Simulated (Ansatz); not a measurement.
Start from MgTe in the wurtzite structure (space group P6_3mc, No. 186; a = 4.561 Å, c = 7.413 Å). Axes: x lies along a and z along c of the hexagonal cell.

Level of theory: Kohn–Sham DFT with the PBEsol functional, run in Ansatz (a quantum-chemistry and plane-wave program) with PAW and 420 eV plane waves, no spin-orbit coupling, earlier PAW set.

Strains are applied to the cell and any free atomic positions relax; under biaxial strain the out-of-plane vector relaxes too.

One change was made to it. Results:

```json
[
 {"quantity": "band gap", "base": "2.39 eV", "after": "2.19 eV"},
 {"quantity": "shortest interatomic distance", "base": "2.787 Å", "after": "2.783 Å"}
]
```

**Question.** What was done to the base?
(A) strain tensor (xx, yy, zz, yz, xz, xy) = (−1.81, +1.97, +0.90, +0.72, −1.83, −1.94) %
(B) biaxial strain +3.68 %, plane normal [001], relaxed out of plane
(C) tensor shear ε_xz = +0.70 %
(D) isotropic strain −4.99 %
(E) biaxial strain −0.29 %, plane normal [001], relaxed out of plane

**Answer.** A, strain tensor (xx, yy, zz, yz, xz, xy) = (−1.81, +1.97, +0.90, +0.72, −1.83, −1.94) %. For comparison, the band gap in the other runs: isotropic strain −4.99 % gives 2.98 eV; biaxial strain −0.29 %, plane normal [001], relaxed out of plane gives 2.41 eV; biaxial strain +3.68 %, plane normal [001], relaxed out of plane gives 1.96 eV; tensor shear ε_xz = +0.70 % gives 2.37 eV.

With Te present, leaving out spin-orbit coupling can change the band edges. Whether these cells are dynamically stable was not tested.
